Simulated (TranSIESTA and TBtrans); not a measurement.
Run with TranSIESTA and TBtrans (open boundaries, self-consistent; PseudoDojo norm-conserving potentials, scalar-relativistic): PAO.BasisSize DZP, PAO.EnergyShift 0.15 eV, XC.Authors PBE, Mesh.Cutoff 200 Ry, ElectronicTemperature 300 K, TS.Voltage 0.0 eV, TBT.Elecs.Eta 0.001 eV, no spin polarisation.

Device: Ga chain with one bond stretched by 2.0 Å. Leads: straight Ga chain, spacing 2.703 Å. Geometry: as built, not relaxed.

Problem. Predict: conductance at 300 K (G0 = 2e²/h); thermopower (μV/K); mean T from −0.5 to 0.5 eV.

Solution. conductance at 300 K (G0 = 2e²/h): 0.37; thermopower (μV/K): -4.7; mean T from −0.5 to 0.5 eV: 0.25. The straight chain is held at its spacing; free chains may zigzag or dimerise. No spin-polarised start was tried, so a magnetic state, if there is one, is missed.
